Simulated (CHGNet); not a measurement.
**Hexagonal WC**

These are the machine-learned potential CHGNet 0.3.0 (trained on PBE and PBE+U data) values and carry that method's errors.

Cell: relaxed at this level.

* **equilibrium lattice constant a**: 2.926 Å
* **c axis length**: 2.863 Å

Measured, for comparison: lattice constant a 2.906 Å, lattice parameter c 2.837 Å (300 K, no zero-point or thermal correction; as tabulated in Wikipedia's data pages). Computed (rounded) less measured: lattice constant a +0.7 %, lattice parameter c +0.9 %.

A machine-learned potential is trained on density-functional data: it inherits that level's misses and adds fitting errors of its own.
